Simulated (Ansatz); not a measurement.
Results of PBEsol in Ansatz (plane waves, PAW) for ZrSi2 (Cmcm, No. 63).

Settings: plane-wave cutoff 520 eV, 16×16×16 k mesh, Fermi–Dirac smearing 0.05 eV, scalar-relativistic PAW data made under PBE.

Cell (relaxed at this level):

ZrSi2 is taken in the orthorhombic space group Cmcm (No. 63), Pearson symbol oS12. Cell: a = 3.673 Å, b = 14.567 Å, c = 3.657 Å, α = β = γ = 90.00°. Zr on 4c is surrounded by 8 Si at 2.695–2.800 Å and 2 Si at 2.953 Å. Si1 on 4c sees 2 Si at 2.412 Å and 4 Zr at 2.695 Å and 2 Zr at 2.953 Å. Si2 on 4c has 4 Si at 2.592 Å and 4 Zr at 2.799 Å. (Neighbours: up to the widest gap in distance over summed covalent radii, below 1.35, at either atom; cation-cation and far metal-metal contacts left out.)
(The calculation used a cell of 6 atoms; values per cell refer to that cell.)

Estimate the bulk modulus B0 and pressure derivative B′ of the bulk modulus that the calculation returns.


- bulk modulus B0 = 133 GPa
- pressure derivative B′ of the bulk modulus = 4.1

The run finds no gap.

Measured, for comparison: bulk modulus 170 ± 0.7 GPa (room temperature, no zero-point or thermal correction; as tabulated in Wikipedia's data pages). Computed (rounded) less measured: bulk modulus -22 %.

Note: the relaxation could not lower the start's symmetry, so the cell can be a saddle point above a distorted one; the bulk modulus comes from volumes at which shape and atoms were relaxed.

Static lattice: no zero-point or thermal effects.

Ansatz is a first-principles code.
